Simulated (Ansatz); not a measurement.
We consider BeAlNO (model structure, from the AlSiCN type, P3m1, No. 156), described by PBE (Ansatz, a program for electronic structure, PAW).

Run with plane-wave cutoff 520 eV, 12×12×8 k mesh (along the axes of the cell as run), Fermi–Dirac smearing 0.01 eV, scalar-relativistic PAW data made under PBE.

The cell is the one relaxed with PBEsol. Conventional cell: a = 2.9843 Å, b = 2.9843 Å, c = 4.6524 Å, α = 90.00°, β = 90.00°, γ = 120.00°.

```yaml
crystal:
  lattice:
    - [2.98434, 0.00000, 0.00000]
    - [-1.49217, 2.58452, 0.00000]
    - [0.00000, 0.00000, 4.65236]
  atoms:
    - { symbol: Al, position: [0.33333, 0.66667, 0.51127] }
    - { symbol: Be, position: [0.66667, 0.33333, 0.99165] }
    - { symbol: O, position: [0.33333, 0.66667, 0.11306] }
    - { symbol: N, position: [0.66667, 0.33333, 0.63401] }
```

Task: List the 10 lowest band energies at Γ above −25 eV (eV, relative to the valence band maximum), grouping those that round alike.

Result: At Γ: -18.40, -13.96, -6.27, -2.11 (×2), -0.54, 0.00 (×2), 4.49, 8.27.

Note: the cell keeps the symmetry of its start, so it can be a saddle point; cell and atoms aren't relaxed at this level (largest force 0.05 eV/Å, pressure 3.7 GPa).

A model structure was made by putting elements into a prototype or built by hand; it is no filed structure, need not be a known phase, and can be a saddle point held by its symmetry.
